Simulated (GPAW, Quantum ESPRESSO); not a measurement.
A GPAW input for a self-consistent single point of CuGaSe2 (I-42d, 8 atoms in the cell) (DFT PBE, plane waves, GPAW PAW datasets PBE (gpaw-data 1.0.1)):

```python
from ase import Atoms
from ase.units import GPa
from gpaw import GPAW, PW, FermiDirac

atoms = Atoms(['Ga', 'Ga', 'Cu', 'Cu', 'Se', 'Se', 'Se', 'Se'],
              cell=[[-2.772816, 2.772816, 5.446778],
                    [2.772816, -2.772816, 5.446778],
                    [2.772816, 2.772816, -5.446778]],
              positions=[[0.000000, 0.000000, 5.446778],
                         [2.772816, 0.000000, 2.723389],
                         [0.000000, 0.000000, 0.000000],
                         [0.000000, 2.772816, 2.723389],
                         [1.386408, 1.386408, 6.808472],
                         [1.386408, -1.386408, 4.085083],
                         [1.386408, 1.386408, 1.361694],
                         [-1.386408, 1.386408, 4.085084]],
              pbc=True)

calc = GPAW(mode=PW(850),
            xc='PBE',
            kpts=(3, 3, 3),
            occupations=FermiDirac(0.05),
            nbands=-8,
            convergence={'bands': -6},
            symmetry={'symmorphic': False, 'tolerance': 0.0005},
            maxiter=100,
            txt='-')

atoms.calc = calc

energy = atoms.get_potential_energy()
print('Energy (eV):', round(energy, 6))
forces = atoms.get_forces()
print('Forces (eV/Ang):')
print(forces.round(5))
stress = atoms.get_stress()
print('Stress (GPa, Voigt):', (stress / GPa).round(4))
```

Problem. Translate this input to Quantum ESPRESSO.

Solution. One input that does it (others would too):

```fortran
&control
   calculation = 'scf',
   outdir = './work',
   pseudo_dir = './',
   tprnfor = .true.,
   tstress = .true.,
/
&system
   ibrav = 7,
   A = 5.545632000,
   C = 10.893556000,
   nat = 8,
   ntyp = 3,
   ecutwfc = 95,
   occupations = 'smearing',
   smearing = 'fd',
   degauss = 0.0036749,
/
&electrons
   conv_thr = 1.0d-10,
/
ATOMIC_SPECIES
Ga    69.7230  Ga.upf
Cu    63.5460  Cu.upf
Se    78.9710  Se.upf
ATOMIC_POSITIONS bohr
Ga    0.000000000    0.000000000   10.292918682
Ga    0.000000000    5.239862834    5.146459341
Cu    0.000000000    0.000000000    0.000000000
Cu   -5.239862834    0.000000000    5.146459341
Se   -2.619931417    2.619931417   12.866148352
Se    2.619931417    2.619931417    7.719689011
Se   -2.619931417    2.619931417    2.573229670
Se   -2.619931417   -2.619931417    7.719689011
K_POINTS automatic
3 3 3  0 0 0
```

Basis, cutoffs, solver keys and any potentials are the target program's own. This input uses DFT, PBE, plane waves, PseudoDojo standard norm-conserving (PBE) pseudopotentials.

The starting cell has typed, rounded lattice constants, without a prior relaxation at this level. Its lattice was rescaled by a random factor within 2.5 % of one. For this run, on top of that: lattice scaled by 0.98.
